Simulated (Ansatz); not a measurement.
The starting structures come from a database of crystals and need not be the phases stable at ambient conditions.

 Where the default PAW files enter, the runs use the earlier of Ansatz's two default sets.

Inside the gap of an insulator the Bloch states are evanescent, with a wavenumber k + iκ along the transport direction.

```
CELL_PARAMETERS angstrom
      5.19452     0.00000     0.00000
      0.00000     5.19452     0.00000
      0.00000     0.00000     5.36869
ATOMIC_POSITIONS crystal
  Zn 0.00000 0.00000 0.00000
  Ga 0.00000 0.50000 0.50000
  Ga 0.50000 0.00000 0.50000
  S  0.26233 0.26233 0.24476
  S  0.26233 0.73767 0.75524
  S  0.73767 0.73767 0.24476
  S  0.73767 0.26233 0.75524
```

Space group of this cell: P-42m. The cell is taken as given; by PBEsol its mean pressure is -0.8 GPa.

Transport runs along the normal of the first two printed cell vectors, the (001) plane of the conventional cell.

The gap is the functional's own, uncorrected, and κ follows it; spin-orbit coupling is left out. Mid-gap values are interpolated between the computed energies.

Problem. Estimate the band gap and the smallest decay constant κ at mid-gap that PBEsol in Ansatz (an electronic-structure program) returns for this system.

Solution. Gap 1.95 eV on a 6×6×6 mesh; κ = 0.163 1/Å, at the zone centre.
